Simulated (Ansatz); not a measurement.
L1₀ (CuAu-type) FePt: properties by level of theory

Reference values: lattice constant a 2.727 Å (measured, room temperature, no zero-point or thermal correction, P4/mmm two-atom cell, a_fct/√2; as tabulated in Sawada et al. (2023), arXiv:2212.12065); lattice parameter c 3.726 Å (measured, room temperature, not corrected to a static lattice, 0.1 GPa; as tabulated in Sawada et al. (2023), arXiv:2212.12065); bulk modulus 208 GPa (measured, room temperature, no zero-point or thermal correction; as tabulated in First-principles calculations on Fe-Pt nanoclusters of various morphologies); formation enthalpy -0.238 ± 0.02 eV/atom (measured, 298 K, copied from a table, unchecked, no zero-point or thermal correction; as tabulated in Wang et al. (2021), doi:10.1038/s41598-021-94550-5).

| level (code) | lattice constant a (Å) | c axis length (Å) | bulk modulus B0 (GPa) | cohesive energy (eV/atom) | enthalpy of formation (eV/atom) |
|---|---|---|---|---|---|
| revPBE (Ansatz) | 2.747 | 3.785 | (withheld) | (withheld) | -0.254 |
| RPBE (Ansatz) | 2.754 | (withheld) | 184 | (withheld) | (withheld) |
| r²SCAN (Ansatz) | 2.732 | 3.727 | 218 | 5.51 | (withheld) |

### Question
What belongs in the gaps?

### Answer

- revPBE (Ansatz, a quantum-chemistry and plane-wave program), bulk modulus B0 (GPa): 188
- revPBE (Ansatz), cohesive energy (eV/atom): 4.93
- RPBE (Ansatz), c axis length (Å): 3.792
- RPBE (Ansatz), cohesive energy (eV/atom): 4.83
- RPBE (Ansatz), enthalpy of formation (eV/atom): -0.263
- r²SCAN (Ansatz), enthalpy of formation (eV/atom): -0.340

Differences from the reference values (errors of the level alone only where the reference is corrected to a static lattice):

| level | lattice constant a (%) | lattice parameter c (%) | bulk modulus (%) | formation enthalpy (eV/atom) |
|---|---|---|---|---|
| revPBE | +0.73 | +1.58 | -9.6 | -0.016 |
| RPBE | +0.99 | +1.77 | -11.5 | -0.025 |
| r²SCAN | +0.18 | +0.03 | +4.8 | -0.102 |

Nearest: lattice constant a, not ranked (reference at room or unstated temperature); lattice parameter c, not ranked (reference at room or unstated temperature); bulk modulus, not ranked (reference at room or unstated temperature); formation enthalpy, not ranked (one source).

Ansatz's density-functional and Hartree–Fock values are scalar-relativistic unless marked +SOC, with PAW data made under PBE.

Spin-polarised runs: revPBE (parallel moments), RPBE (parallel moments), r²SCAN (parallel moments).

Differences are worked out from the printed values.

Free atoms are spin-polarised, in the lowest state found; at levels without +SOC their spin–orbit coupling is left out.

Computed values are for the static lattice.
